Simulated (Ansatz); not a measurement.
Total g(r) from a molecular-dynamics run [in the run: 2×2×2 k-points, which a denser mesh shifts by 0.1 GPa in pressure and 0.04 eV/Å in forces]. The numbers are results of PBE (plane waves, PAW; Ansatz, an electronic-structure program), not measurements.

```
r (Å) | g(r)
     1.02 |  0.00
     1.14 |  0.00
     1.26 |  0.00
     1.38 |  0.00
     1.50 |  0.00
     1.62 |  0.00
     1.74 |  0.00
     1.86 |  0.00
     1.98 |  0.00
     2.10 |  0.00
     2.22 |  0.00
     2.34 |  0.00
     2.46 | # 0.30
     2.58 | ############################## 7.38
     2.70 | ##################### 5.24
     2.82 | # 0.25
     2.94 |  0.01
     3.06 | # 0.16
     3.18 | ######## 1.91
     3.30 | ##### 1.27
     3.42 |  0.07
     3.54 |  0.00
     3.66 |  0.00
     3.78 |  0.00
     3.90 |  0.01
```

Task: Which system gave this curve?
A) GaN (zinc blende; a metastable form), crystal, 1511 K (so hot that an open crystal may lose its volatile element)
B) Ta (bcc), crystal, 288 K, 9.9 GPa
C) MoSi2 (C11b type), crystal, 302 K
D) TiC (rock salt; ideal stoichiometry), crystal, 288 K

Result: C, MoSi2 (C11b type), crystal, 302 K
